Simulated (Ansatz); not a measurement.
**Hypothetical CsCl type TiSb: pressure 9 GPa**

The reference is TiSb in the CsCl type structure (space group Pm-3m, No. 221; a = 3.4050 Å; a hypothetical phase, not in the database extracts checked).

The change: cell and atoms relaxed at a pressure of 9 GPa.

Level of theory: Kohn–Sham DFT with the r2SCAN functional, run in Ansatz (a program for electronic structure) with PAW and 500 eV plane waves, no spin-orbit coupling. k-mesh 14×14×14 (Γ-centred); smearing 0.05 eV (Fermi–Dirac).

```csv
quantity,base,changed,shift
volume per atom,19.74 Å³,18.32 Å³,-1.42 Å³
density,7.14 g/cm³,7.69 g/cm³,+0.55 g/cm³
shortest interatomic distance,2.949 Å,2.876 Å,-0.073 Å
enthalpy H = E + PV relative to the base's energy,–,+1.07 eV/atom,–
band gap,zero,zero,–
```

Final structure:

```yaml
crystal:
  lattice:
    - [3.32115, 0.00000, 0.00000]
    - [0.00000, 3.32115, 0.00000]
    - [0.00000, 0.00000, 3.32115]
  atoms:
    - { symbol: Ti, position: [0.00000, 0.00000, 0.00000] }
    - { symbol: Sb, position: [0.50000, 0.50000, 0.50000] }
```

Load acts through the strain it causes; cell and atoms are relaxed under it. Whether these cells are dynamically stable was not tested. No other phases were tried under pressure. All final runs are without spin polarisation. An odd electron count without spin: TiSb. TiSb has a high density of states at the Fermi level and may be magnetic at this level.
